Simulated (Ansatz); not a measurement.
System: SmMg3 (Fm-3m, No. 225). Method: PBEsol (PAW; Ansatz, an electronic-structure program).

Settings: plane-wave cutoff 500 eV, 14×14×14 k mesh, Fermi–Dirac smearing 0.1 eV, spin-polarised start, scalar-relativistic PAW data made under PBE.

Computed at the level's own relaxed cell.

Q: Estimate the volume per atom and lattice constant a that the calculation returns.

A: 
volume per atom: 25.26 Å³/atom
lattice constant a: 7.394 Å

The run finds no gap.

Note: the magnetic order was assumed, not searched for or taken from measurement; the 4f shell is treated without U or exact exchange, so its levels and filling can be wrong.

Spin–orbit coupling is not included.

Computing time: about 3 core-minutes (a rough figure).
